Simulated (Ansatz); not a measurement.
## BP in the zinc blende structure (space group F-43m, No. 216)

```
CELL_PARAMETERS angstrom
      0.00000     2.27414     2.27414
      2.27414     0.00000     2.27414
      2.27414     2.27414     0.00000
ATOMIC_POSITIONS crystal
  P  0.75000 0.75000 0.75000
  B  0.00000 0.00000 0.00000
```

All numbers come from PBE (Ansatz, an electronic-structure program; PAW; 420 eV plane waves; no SOC), earlier PAW set. Γ-centred 12×12×12 mesh, Fermi–Dirac width 0.05 eV.

The volume per atom comes out as 11.76 Å³ and the density is 2.95 g/cm³. The band gap comes out as 1.25 eV, indirect, Γ → Γ–X (83 % along), the electron mass comes out as 1.3 mₑ along k, 0.23 mₑ across and the hole mass (degenerate bands, along [100]) is 0.26, 0.26, 0.33 mₑ. The lowest conduction-band minima above the VBM comes out as a point along ⟨100⟩, about 1.2 Å⁻¹ from Γ 1.25 eV and the total energy is -456.224 eV/atom (σ→0; compares only within this code and set-up).

Masses are band curvatures over ±0.01 Å⁻¹ around the edge. Along k means along the line from Γ to the band edge. Stability against distortions was not tested.
